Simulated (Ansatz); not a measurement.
An Ansatz (a program for electronic structure) run: Os with a change (Os → Au); r2SCAN in Ansatz (plane waves to 500 eV, PAW, spin-orbit coupling left out).

Input:

Ansatz 0.2 input:
```yaml
crystal:
  lattice:
    - [2.8896600006, 0, 0]
    - [-1.4448300003, 2.5025189688, 0]
    - [0, 0, 4.8663611948]
  atoms:
    - { symbol: Au, position: [0.3333333333, 0.6666666667, 0.75] }
    - { symbol: Au, position: [0.6666666667, 0.3333333333, 0.25] }
basis: { ecutwfc: 500, ecutrho_ratio: 4, xc_grid: 4, fft_grid_basis: typed }
kpoints: { mp_grid: { grid: [18, 18, 10] } }
hamiltonian:
  xc: r2scan
  dispersion: none
  pseudopotentials: { kind: paw }
scf: { occupations: { method: fermi_dirac, width: 0.05 }, convergence: { dr2_threshold: 0.0000000002 } }
output: { forces: true, stress: true }
checkpoint: { write: state.ck, write_every: 1000 }
```

Output (explanatory and most iteration lines left out):

```
Pseudopotential: Au, paw, valence charge 19
Crystal: 2 atoms, lattice volume = 35.191 Å³
Basis set: ecut = 500 eV, 881 PW (Γ), exchange–correlation on 96×96×144 points (64 copies of the dense FFT grid, shifted against one another)
Bands: 23, of which v1, the nominal top of the filled ones, is band 19 counted from 1 (18 counted from 0)
Symmetry: 24 space group operations
Space group: P63/mmc (ITA 194), of the structure as read, at distance tolerance 3.3e-5 Å
k-points: 222 of 3240
Functional: x = r2scan, c = r2scan; τ floored in thin density (d = 2e-4 eV/Å³)
SCF iter   1: F=—  HF=-26327.016709 eV  |F-HF|=—  |Δ(HF+E_count)|=         —  Δρ=1.50e-2  dr2=8.18e-2  dr2_τ=5.89e-3  ethr=1.77e-3  ⟨swp⟩=5.1  Hψ=19734  notcnv=0
SCF iter   2: F=—  HF=-26326.999670 eV  |F-HF|=—  |Δ(HF+E_count)|=   1.70e-2  Δρ=6.02e-3  dr2=1.21e-2  dr2_τ=2.16e-3  ethr=2.15e-4  ⟨swp⟩=2.5  Hψ=9153  notcnv=0  defer=25
SCF 1 converged in 9 iterations: F = -26327.000787 eV  dr2 = 4.65e-11
SCF converged after 9 iterations
Free energy (F): -26327.000787 eV
Internal energy: -26326.994558 eV  (E = F + TS)
E sigma→0 (E₀):  -26326.997672 eV
Entropy (-TS):   -0.006229 eV (-3.114 meV/atom)
Fermi energy:    19.610067 eV
--- Forces (eV/Å), atoms counted from 1 ---
  atom   1  Au     0.00000000    -0.00000000     0.00000000
  atom   2  Au     0.00000000     0.00000000     0.00000000
--- Stress (GPa, compression-positive) ---
       -0.000545      -0.000000       0.000000
        0.000000      -0.000545       0.000000
        0.000000       0.000000       0.000691
  P = ⅓ Tr σ = -0.0001 GPa (-0.001 kbar)
```

Whether these cells are dynamically stable was not tested. The cell was made from Os by this change: Os → Au; the result is a model cell. This is not the structure that Au has at room temperature and ambient pressure.
